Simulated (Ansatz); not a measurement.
The starting structures come from a database of crystals and need not be the phases stable at ambient conditions.

The decay constant κ of evanescent states in the gap governs leakage through a thin film.

Given:

```
CELL_PARAMETERS angstrom
      5.66673     0.00000     0.00000
      0.00000    12.73853     0.00000
      2.83337     6.36927     2.83337
ATOMIC_POSITIONS crystal
  Ba 0.50000 0.25000 0.00000
  Ba 0.00000 0.50000 0.00000
  W  0.50000 0.75000 0.00000
  W  0.00000 0.00000 0.00000
  O  0.64376 0.95311 0.25098
  O  0.60526 0.05935 0.53850
  O  0.35624 0.20409 0.74902
  O  0.39474 0.59785 0.46150
  O  0.85624 0.79689 0.74902
  O  0.89474 0.69065 0.46150
  O  0.14376 0.54591 0.25098
  O  0.10526 0.15215 0.53850
```

Space group of this cell: I4_1/a. The cell is taken as given; by r2SCAN its mean pressure is -2.2 GPa.

Transport runs along the normal of the first two printed cell vectors, the (100) plane of the conventional cell.

The gap is the functional's own, uncorrected, and κ follows it; spin-orbit coupling is left out. Mid-gap values are interpolated between the computed energies.

Give the band gap and the smallest decay constant κ at mid-gap that r2SCAN (Ansatz, a first-principles code) yields.

Gap 5.16 eV on a 10×10×10 mesh; κ = 0.530 1/Å, at (0.000, 0.500) of the in-plane reciprocal vectors. At the zone centre, at the nearest computed energy, the slowest state has κ = 0.53 1/Å.
